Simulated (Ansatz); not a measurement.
MgS: electrons 1.0×10^21 cm⁻³

The reference is MgS in the rock salt structure (space group Fm-3m, No. 225; a = 5.1551 Å).

It is then changed as follows: electron doping at 1.0×10^21 cm⁻³ (0.0343 per cell), with a uniform compensating background at fixed cell and a 300 K Fermi–Dirac width.

Level of theory: PBE-D3(BJ) (Ansatz, a program for electronic structure; PAW; 420 eV plane waves; no spin-orbit coupling). k-mesh 25×25×25 (Γ-centred); smearing 0.0259 eV (Fermi–Dirac).

The gap between the host's bands is still 2.85 eV and the gap character remains indirect, Γ → X. The valley order (the lowest conduction-band minima on the path, energy above the VBM, named in the base's zone) changes from X along ⟨100⟩ 2.85 eV; Γ 3.95 eV to X along ⟨100⟩ 2.85 eV; Γ 3.94 eV and the Fermi level relative to the doped band's edge (positive inside the band; to 0.05 eV) amounts to +0.45 eV.

Charged cell with a jellium background: band edges are those of the host's band count, energies are not comparable with the neutral cell, and many-body gap narrowing is missing. Whether these cells are dynamically stable was not tested. The base started in Pnma and relaxed to Fm-3m at this level.
